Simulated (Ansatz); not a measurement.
BN (P6_3mc), PBE, rigid bands (Ansatz, a quantum-chemistry and plane-wave program): Condition of this run: uniaxial stress along c of 36 GPa (compression positive) (the target of the relaxation). band gap 5.35 eV, N_c = 1.36e19 cm⁻³ and N_v = 5.29e19 cm⁻³ at 300 K, conductivity masses along z (a = (2.55, 0.00, 0.00) Å; b = (-1.27, 2.21, 0.00) Å; c = (0.00, 0.00, 4.07) Å) of 0.294 mₑ (electrons) and 1.17 mₑ (holes). Take k_BT = 0.02585 eV.

Task: Find the intrinsic carrier density and the intrinsic Fermi level.

Result: n_i = √(N_c N_v) exp(−E_g/2k_BT) = 2.68e19 × exp(−103.47) = 3.1e-26 cm⁻³. The level lies (k_BT/2) ln(N_v/N_c) = 18 meV from mid-gap (positive towards the conduction band). Each 0.1 eV added to the gap lowers n_i by a factor of 6.9.

Task: What thermal injection velocity √(2k_BT/πm) limits a ballistic channel along the direction named?

Result: 9.92e6 cm/s for electrons and 4.97e6 cm/s for holes, a ratio of √(m_h/m_e) = 1.99, for dilute carriers.

Task: A film of it is 8 nm thick, with its normal along the direction named. Estimate the confinement energies in an infinite well.

Result: ħ²π²/(2m t²) = 0.376 eV·nm²/(m/mₑ × t²) gives 20.0 meV for electrons and 5.02 meV for holes, so the gap would widen to about 5.38 eV. Finite barriers and nonparabolic bands lower this, and with several valleys or bands the heaviest mass along the normal sets the lowest level, not this average.

Rigid, parabolic bands with the computed gap; masses take one relaxation time for all states. Spin-orbit coupling is left out. Geometry: cell and atoms relaxed with PBEsol.
